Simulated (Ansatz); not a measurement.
# AlN, response to strain

Base system: AlN in the wurtzite structure (space group P6_3mc, No. 186).

```
AlN
1.0
    3.13023     0.00000     0.00000
   -1.56512     2.71086     0.00000
    0.00000     0.00000     5.01801
Al N
2 2
Direct
  0.33333   0.66667   0.00023
  0.66667   0.33333   0.50023
  0.33333   0.66667   0.38177
  0.66667   0.33333   0.88177
```

Strains are applied to the cell and any free atomic positions relax.

The values are results of PBE (Ansatz, a quantum-chemistry and plane-wave program, PAW, no SOC), not measurements.

Candidates:
(a) isotropic strain −2.40 %
(b) isotropic strain −3.00 %
(c) isotropic strain −1.20 %
(d) isotropic strain −0.60 %

For the base:

The band gap comes out as 4.03 eV.

**Question.** Order them by band gap, lowest first.

**Answer.** (d) isotropic strain −0.60 % (4.19 eV), (c) isotropic strain −1.20 % (4.35 eV), (a) isotropic strain −2.40 % (4.67 eV), (b) isotropic strain −3.00 % (4.84 eV)

Whether these cells are dynamically stable was not tested.
